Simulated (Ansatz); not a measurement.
Functionals compared on NH3 on the 1x1 (110) surface of bcc Ta, one in a 2x2 cell, started at the site 'hollow Ta-Ta-Ta', in Ansatz (plane waves, PAW). The structure was relaxed with PBE; the other rows are single points on it, each with its references at the same level. Cutoff 420 eV (500 eV for r2SCAN).

Model: 20-atom slab, 6.8 Å thick at the start under the adsorbate (thin: gaps and levels are the slab's own), 5x5x1 mesh, Fermi-Dirac 0.1 eV, dipole correction, 8 atoms held, the rest relaxed; no symmetry held; no spin, no spin-orbit, no U, no dispersion correction. At the end it is bonded to Ta. In PBE it is, or lies within 0.03 eV of, the lowest of the starts that converged. These notes are the PBE run's. Adsorption energies are against NH3(g). A negative adsorption energy means that the adsorbate is more stable on the surface than in its reference.

```
functional  adsorption energy (eV)  work function of the top face (eV)  change of the work function (eV)         rough cost of the single point
----------  ----------------------  ----------------------------------  --------------------------------  -------------------------------------
PBE                          -0.77                                2.62                             -2.15                                      –
RPBE                         -0.55                                2.55                             -2.11          very roughly 2.6 core-minutes
r2SCAN                         [?]                                 [?]                               [?]  about 5 core-minutes (a rough figure)
```

Task: Complete the blanks.

Result: 
- r2SCAN, adsorption energy (eV): -0.90
- r2SCAN, work function of the top face (eV): 2.57
- r2SCAN, change of the work function (eV): -2.30

Ansatz is a program for electronic structure.
